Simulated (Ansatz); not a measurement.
Base system: Nb in the bcc (W type) structure (space group Im-3m, No. 229; a = 3.248 Å; relaxed with 0.1 eV smearing). Axes: x, y, z lie along the cube axes.

Level of theory: DFT with LDA, PAW potentials and a 420 eV plane-wave cutoff in Ansatz (a first-principles code), scalar-relativistic without spin-orbit coupling.

It is then changed as follows: compressive biaxial strain of 3.00 % in the plane normal to [001], as in epitaxy on a mismatched substrate; the out-of-plane cell vector and the atoms relax.

Task: What happens to the ratio −ε⊥/ε∥, energy relative to the base and in-plane stress?

Result: The ratio −ε⊥/ε∥ is 1.06; the energy grows by 29 meV/atom; the mean in-plane stress (compression positive) is +9.4 GPa.

No phonon test of stability was made. All final runs are without spin polarisation.
